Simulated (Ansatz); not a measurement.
# A computed series for GaP: response to strain

Consider GaP in the zinc blende structure (space group F-43m, No. 216; a = 5.451 Å). Axes: x, y, z lie along the cube axes.

Strains are applied to the cell and any free atomic positions relax.

Computed with r2SCAN, PAW, 500 eV (Ansatz, a program for electronic structure; no SOC).

Notes on the quantities. energy relative to the base: free energy F.

| uniaxial strain ε_zz (%) | energy relative to the base (meV/atom) |
|---|---|
| -3 | 8.3 |
| -2.5 | 5.7 |
| -2 | 3.7 |
| -1.5 | ? |
| -1 | 0.9 |
| -0.5 | 0.2 |
| 0 | 0.0 |

Q: Fit ΔE = Aε² + Bε³ (ε in %) to the rows shown and predict the withheld row.

A: Least squares on the printed values gives A = 0.904 and B = -0.0057 meV/atom (largest residual 0.0 meV/atom); this predicts 2.1 meV/atom, and the run gives 2.1 meV/atom, in agreement.

No phonon test of stability was made.
